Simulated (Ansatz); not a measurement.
## Carrier properties of MgO (I4/mmm)

Data:

```
CELL_PARAMETERS angstrom
      0.00000     2.10507     2.11565
      2.10507     0.00000     2.11565
      2.10507     2.10507     0.00000
ATOMIC_POSITIONS crystal
  Mg 0.00000 0.00000 0.00000
  O  0.50000 0.50000 0.50000
```

Method: PBEsol, rigid bands (plane waves, PAW, scalar-relativistic; Ansatz, an electronic-structure program). Condition of this run: uniaxial stress zz = -1 GPa (compression positive) (the target of the relaxation). How the cell was made: cell and atoms relaxed with PBEsol, then loaded as said.

```json
{
  "band_gap": "4.59 eV",
  "electron conductivity mass (300 K, dilute)": "0.35 mₑ",
  "hole conductivity mass (300 K, dilute)": "2.3 (x), 2.3 (y), 2.3 (z) mₑ",
  "effective density of states N_c (300 K)": "5.1e18 cm⁻³",
  "effective density of states N_v (300 K)": "2.3e20 cm⁻³",
  "density_of_states_mass_electrons": "0.35 mₑ",
  "density_of_states_mass_holes": "4.4 mₑ",
  "Seebeck coefficient, n-type 1e19 cm⁻³, 300 K": "-171 μV/K",
  "best n-type power factor at 300 K for τ = 10 fs (best axis; densities from 1e16 to 1e21 cm⁻³ tried, whether or not they can be reached)": "2.4 μW/(cm·K²) at 3e19 cm⁻³",
  "Seebeck coefficient, p-type 1e19 cm⁻³, 300 K": "506 μV/K"
}
```

Rigid bands; masses and Seebeck coefficients take one relaxation time τ for all states and one kind of carrier; polarons and phonon drag are left out. Spin-orbit coupling is left out.
